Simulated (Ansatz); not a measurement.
Results of HSE06 in Ansatz (plane waves, PAW) for NiI2 (R-3m, No. 166).

Settings: plane-wave cutoff 500 eV, 6×6×6 k mesh, gaussian smearing 0.02 eV, spin-polarised start, scalar-relativistic PAW data made under PBE.

Cell (relaxed with r²SCAN):

```
NiI2
1.0
    1.97933     1.14277     6.95366
   -1.97933     1.14277     6.95366
    0.00000    -2.28554     6.95366
Ni I
1 2
Direct
  0.00000   0.00000   0.00000
  0.25988   0.25988   0.25988
  0.74012   0.74012   0.74012
```

Problem. Predict the band gap.

Solution. 
* **band gap**: 2.40 eV (on the SCF k mesh)

Measured, for comparison: band gap 1.8 eV (100 K, zero-point motion not removed, photoconductivity gap, single crystal; the page drops the formulas, order Cl, Br, I taken from the sentence be; as tabulated in Ronda et al. (1987), doi:10.1103/physrevb.35.4038).

Note: the magnetic order was assumed, not searched for or taken from measurement; a magnet's gap depends somewhat on the PAW data; the cell comes from a level without a dispersion term, which matters for the spacing of layers, chains or molecules; cell and atoms aren't relaxed at this level (largest force component 0.04 eV/Å, pressure 0.5 GPa); the cell has widely spaced layers and the level no dispersion term, so their spacing and the moduli can rest on weak binding.

Spin–orbit coupling is not included; with these elements it can move the gap by several tenths of an eV or more.

Computed values are for the static lattice.

Ansatz is an electronic-structure program.
